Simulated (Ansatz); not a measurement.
Partial pair distribution functions of a relaxed model of amorphous Ga₂₄O₃₈Ti, broadened by 0.06 Å; density 4.92 g/cm³. Calculation: PBE, scalar-relativistic without spin-orbit coupling (plane waves to 420 eV, PAW; Ansatz, an electronic-structure program).

Preparation: random packing, a CHGNet melt and quench, and a DFT relaxation. O atoms were pushed apart under 1.9 Å during the dynamics, to hinder bonds among them. The hot cell started wider than the set density and was brought back towards it in steps. It is the lowest in DFT energy of 2 quenches. It is a model cell: composition and starting density were chosen by hand, and all elements were melted together. No dispersion term was used. Its density started from a set value of 4.92 and ended at 4.92 g/cm³. The simulated quench (nominally 280 K/ps over its main leg) is rapid and tends to freeze in more defects than a deposited or slowly cooled glass has. A cell of this size samples the disorder only roughly. The volume was held where the preparation left it and the shape relaxed, at a PBE pressure of -0.1 GPa (tension).

| r (Å) | g Ga-O | g O-Ti | g Ga-Ga | g O-O |
|---|---|---|---|---|
| 1.55 | 0.00 | 0.02 | 0.00 | 0.00 |
| 1.65 | 0.04 | 1.29 | 0.00 | 0.00 |
| 1.75 | 1.43 | 6.87 | 0.00 | 0.00 |
| 1.85 | 7.34 | 2.58 | 0.00 | 0.00 |
| 1.95 | 7.68 | 3.61 | 0.00 | 0.00 |
| 2.05 | 2.85 | 6.64 | 0.00 | 0.00 |
| 2.15 | 0.64 | 1.52 | 0.00 | 0.00 |
| 2.25 | 0.05 | 0.03 | 0.00 | 0.00 |
| 2.35 | 0.00 | 0.00 | 0.00 | 0.09 |
| 2.45 | 0.08 | 0.00 | 0.00 | 0.40 |
| 2.55 | 0.28 | 0.00 | 0.00 | 1.17 |
| 2.65 | 0.24 | 0.00 | 0.02 | 1.41 |
| 2.75 | 0.17 | 0.00 | 0.22 | 1.84 |
| 2.85 | 0.14 | 0.00 | 0.86 | 2.63 |
| 2.95 | 0.34 | 0.00 | 1.81 | 3.02 |
| 3.05 | 0.35 | 0.00 | 2.40 | 2.88 |
| 3.15 | 0.23 | 0.00 | 2.27 | 1.93 |
| 3.25 | 0.51 | 0.03 | 2.60 | 1.09 |
| 3.35 | 0.76 | 0.64 | 2.28 | 0.98 |
| 3.45 | 0.59 | 1.67 | 2.61 | 0.97 |
| 3.55 | 0.75 | 1.60 | 2.12 | 0.78 |
| 3.65 | 0.98 | 0.77 | 1.24 | 0.84 |
| 3.75 | 1.20 | 0.97 | 0.87 | 0.61 |
| 3.85 | 1.32 | 0.67 | 0.62 | 0.56 |
| 3.95 | 1.29 | 0.25 | 0.38 | 0.75 |
| 4.05 | 1.53 | 0.67 | 0.61 | 0.61 |
| 4.15 | 1.68 | 0.58 | 0.71 | 0.54 |
| 4.25 | 1.61 | 1.79 | 0.57 | 0.48 |
| 4.35 | 1.66 | 1.41 | 0.73 | 0.46 |

Within 2.28 Å each Ga has 4.50 O neighbours on average.
